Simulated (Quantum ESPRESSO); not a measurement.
# Short convergence ladders for TiAl (P4/mmm, 2 atoms in the cell)

```xyz
2
Lattice="2.8441 0.0000 0.0000 0.0000 2.8441 0.0000 0.0000 0.0000 4.0903" Properties=species:S:1:pos:R:3 pbc="T T T"
Ti     0.0000     0.0000     0.0000
Al     1.4221     1.4221     2.0452
```

Base method: PBE, SSSP 1.1.2 efficiency (PBE) pseudopotentials (plane waves; Quantum ESPRESSO).

Base settings: ecutwfc = 50 Ry; ecutrho = 400 Ry; occupations = smearing; smearing = gaussian; degauss = 0.0073499 Ry; potentials = {Ti: ti_pbe_v1.4.uspp.F.UPF, Al: Al.pbe-n-kjpaw_psl.1.0.0.UPF}; K_POINTS = automatic 7 7 5 0 0 0; conv_thr = 1e-09 Ry; mixing_beta = 0.3.

The count of work is k-points × plane waves × bands × iterations; it is no time. Core times come from one kind of shared machine, to one figure; runs under 30 s give none.

**Zone-centre phonons against the mesh**

In this ladder: ph.x.tr2_ph = 1e-14; ph.x.fildyn = dyn.G; dynmat.x.fildyn = dyn.G; dynmat.x.asr = crystal.

Frequencies are those of the unrelaxed cell, without the LO-TO term of polar crystals.

Only quantities that move along the ladder and can be compared are tabulated.

```csv
K_POINTS,highest zone-centre frequency (cm⁻¹)
automatic 3 3 2 0 0 0,262.1
automatic 4 4 3 0 0 0,296.5
automatic 5 5 4 0 0 0,285.7
automatic 6 6 4 0 0 0,292.4
automatic 9 9 6 0 0 0,285.1
automatic 11 11 8 0 0 0,294.9
automatic 14 14 10 0 0 0,289.4
```

Coarsest K_POINTS that holds the highest zone-centre frequency within 10 cm⁻¹: not settled: the last two steps still differ by 5.5 cm⁻¹, over half the tolerance, so the ladder does not show it.

**The size of a vacancy's supercell**

On TiAl (P4/mmm, 4 atoms in the cell), and larger cells.

Steps: 2 x 1 x 1 supercell, one Al atom taken out, nothing relaxed; 2 x 2 x 1 supercell, one Al atom taken out, nothing relaxed; and so on, with the mesh thinned in proportion.

Only quantities that move along the ladder and can be compared are tabulated.

```csv
atoms,energy of the cell with the vacancy less the whole one (holds the removed atom on the program's zero: only its change counts) (eV),count of work / last,core time / last (rough)
4,540.282,0.041,0.04
8,540.436,0.13,0.1
16,540.296,0.35,0.4
24,540.231,1.0,1
```

Smallest size that holds the energy of the cell with the vacancy less the whole one (holds the removed atom on the program's zero: only its change counts) within 0.1 eV: not settled: the last two steps still differ by 0.065 eV, over half the tolerance, so the ladder does not show it.

On the base run: the starting cell has typed, rounded lattice constants, without a prior relaxation at this level. Its lattice was rescaled by up to half a per cent. Spin polarisation is off.
